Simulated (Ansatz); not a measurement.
Results of PBEsol (Ansatz, an electronic-structure program, PAW) for GaS (R-3m, No. 166, 4 atoms in the cell; start mp-9889; a measured phase of this formula has another space group).

Settings: plane-wave cutoff 520 eV, 12×12×12 k mesh, Fermi–Dirac smearing 0.01 eV, scalar-relativistic PAW data made under PBE.

Cell (relaxed at this level):

```xyz
4
Lattice="1.7892 1.0330 7.9590 -1.7892 1.0330 7.9590 0.0000 -2.0660 7.9590" Properties=species:S:1:pos:R:3 pbc="T T T"
Ga     0.0000     0.0000    22.6605
Ga     0.0000     0.0000     1.2165
S      0.0000     0.0000     5.6605
S      0.0000     0.0000    18.2164
```

**Question.** Give the computed band gap and Γ–Γ gap.

**Answer.** 
- band gap = 1.72 eV (on the SCF k mesh)
- Γ–Γ gap = 3.50 eV

Note: the relaxation could not lower the start's symmetry, so the cell can be a saddle point above a distorted one; the cell has widely spaced layers and the level no dispersion term, so their spacing and the moduli can rest on weak binding.

Spin–orbit coupling is not included.

It cost roughly 90 core-seconds of CPU time.

A start named mp-… is a Materials Project structure, which need not be a measured phase.
